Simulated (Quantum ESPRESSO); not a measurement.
## Equation of state of hcp Be (space group 194): energy against volume (Quantum ESPRESSO, PBE)

```xyz
2
Lattice="2.2106 0.0000 0.0000 -1.1053 1.9144 0.0000 0.0000 0.0000 3.4558" Properties=species:S:1:pos:R:3 pbc="T T T"
Be     1.1053     0.6381     2.5919
Be     0.0000     1.2763     0.8640
```

Method: PBE, GBRV 1.5 ultrasoft (PBE) pseudopotentials (plane waves; Quantum ESPRESSO). Settings: ecutwfc = 52 Ry; ecutrho = 260 Ry; occupations = smearing; smearing = fd; degauss = 0.0036749 Ry; potentials = {Be: be_pbe_v1.4.uspp.F.UPF}; K_POINTS = automatic 32 32 18 0 0 0; conv_thr = 1e-10 Ry. The cell above is the first row's. The rows scale it uniformly. In all rows fractional positions and the k mesh are held. E is the free energy at the stated smearing, counted from the lowest row.

| V (Å^3/atom) | E (meV/atom) |
|---|---|
| 7.3125 | ? |
| 7.4715 | 12.05 |
| 7.6305 | 5.20 |
| 7.7894 | 1.27 |
| 7.9484 | 0.00 |
| 8.1074 | 1.18 |
| 8.2663 | 4.60 |
| 8.4253 | 10.09 |
| 8.5843 | 17.46 |

Q: Fit E against V with the third-order Birch-Murnaghan form, a cubic in V^(-2/3), and predict the withheld value at V = 7.3125.

A: With u = V^(-2/3) - 0.250, the rows have u = 0.011654, 0.008007, 0.004486, 0.001081, -0.002213, -0.005398, -0.008486, -0.011477. Least squares gives E = 0.125 - 233.76·u + 109563·u² - 146270·u³. Residuals (row less fit): 0.000, -0.003, 0.002, 0.000, 0.000, -0.002, 0.002, -0.001; standard error 0.002 (degrees of freedom: 4). Its minimum lies at u = 0.001069, so V0 = (0.251069)^(-3/2) = 7.949. There d²E/du² = 218200 and d³E/du³ = -877600, so B0 = (4/9) × 7.949^(-7/3) × 218200 × 0.160218 = 123 GPa (the last factor turns the table's units into GPa), and B0' = 4 + (2/3) × 0.251069 × (-877600)/218200 = 3.3. The program's pressures in the fitted runs (not shown) pass through zero at V = 7.95, 0.00 % from this V0. At the withheld row, u = 0.015434, so E = 0.125 - 233.76 × 0.015434 + 109563 × 0.015434² - 146270 × 0.015434³ = 22.078 meV/atom. The calculation gives 22.07 meV/atom, 0.008 meV/atom below the prediction (under 0.05 % of the range of E in the table). The row lies outside the fitted rows, so this is an extrapolation. From the scatter of the fitted rows alone, a prediction at this place has a standard error of 0.007 meV/atom, so the miss is 1.2 times that.

Carrying the step between the two nearest rows on in a straight line would have given 18.90, off by 3.17; series whose last step already gives the withheld value aren't shown. The reference cell has the volume at which an earlier scan in this program and functional put its minimum by a fit; axis ratios and inner coordinates come from a measured-size cell. The runs keep the symmetry of the cell, so they don't test it for distortions. The shape of the cell and the inner coordinates aren't relaxed, so V0 and B0 belong to this uniform scaling; a relaxed crystal lies no higher in energy and is usually softer. Cutoffs and mesh are single choices, not tested for convergence of this quantity. Series with a scatter that would blur these digits, or in which a gap closes, are not shown. Nor are scans whose minimum lies at an end fitted in this form.
